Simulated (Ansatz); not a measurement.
Band structure of YIn₅Rh (P4/mmm, 7 atoms in the cell).

```xyz
7
Lattice="4.6378 0.0000 0.0000 0.0000 4.6378 0.0000 0.0000 0.0000 7.4429" Properties=species:S:1:pos:R:3 pbc="T T T"
Y      0.0000     0.0000     0.0000
In     0.0000     2.3189     2.2435
In     0.0000     2.3189     5.1994
In     2.3189     0.0000     2.2435
In     2.3189     0.0000     5.1994
In     2.3189     2.3189     0.0000
Rh     0.0000     0.0000     3.7215
```

Method of the run: PBEsol, PAW files made with PBE (plane waves; Ansatz, a first-principles code).

Settings: basis.ecutwfc = 420 eV; kpoints.mp_grid.grid = 5 5 3; hamiltonian.xc = pbesol; hamiltonian.pseudopotentials = {kind: paw} (the program's default PAW files); scf.occupations.method = fermi_dirac; scf.occupations.width = 0.136 eV; kpoints.band_path.npoints = 8.

The starting cell comes from a database of computed structures (which also holds hypothetical and non-ambient phases and stackings), without a prior relaxation at this level. Spin polarisation is off.

Levels in eV from the Fermi level, bands 43 to 50:
| point | 43 | 44 | 45 | 46 | 47 | 48 | 49 | 50 |
|---|---|---|---|---|---|---|---|---|
| Γ | -1.80 | -1.80 | -0.74 | 0.59 | 0.59 | 1.22 | 1.58 | 1.84 |
| X | -2.02 | -1.78 | -0.98 | 0.54 | 0.84 | 1.12 | 1.69 | 1.85 |
| M | -2.25 | -2.25 | -2.00 | -1.90 | -1.30 | -1.30 | 0.26 | 2.01 |
| Z | -1.72 | -1.72 | -1.19 | -0.01 | -0.01 | 0.16 | 1.92 | 2.04 |
| R | -1.66 | -1.36 | -1.11 | -0.42 | 0.15 | 0.44 | 1.17 | 1.64 |
| A | -2.02 | -2.02 | -1.88 | -1.26 | -0.82 | -0.82 | 0.77 | 2.24 |

Bands cross the Fermi level along this path, so the cell is metallic at this level.

Keys are those of Ansatz 0.2.
